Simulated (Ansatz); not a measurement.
## A constructed model of the (110) surface of bcc Ta, a cell of two sites (a+b, b-a) surface alloy, Mn on one Ta site of the top plane (bottom of the slab: a bare face, its two planes held)

These are PBE (plane waves to 420 eV, PAW; Ansatz, a quantum-chemistry and plane-wave program) values and carry that method's errors.

Slab: 12 atoms, 11.6 Å thick at the start; k 11x8x1, smearing 0.1 eV, dipole-corrected; 4 atoms held, the rest relaxed; start symmetry kept, larger cells not searched; spin-polarised, ending with about 1.9 μB a cell; orders that need a larger cell were not tried, no spin-orbit, no U. It is one candidate, not shown to be the stable structure of the face.

- work function of the top face: 4.26 eV
- energy released by relaxation: 0.15 eV
- magnetic moment of the cell: 1.93 μB
- cost: about 21 core-minutes (a rough figure)
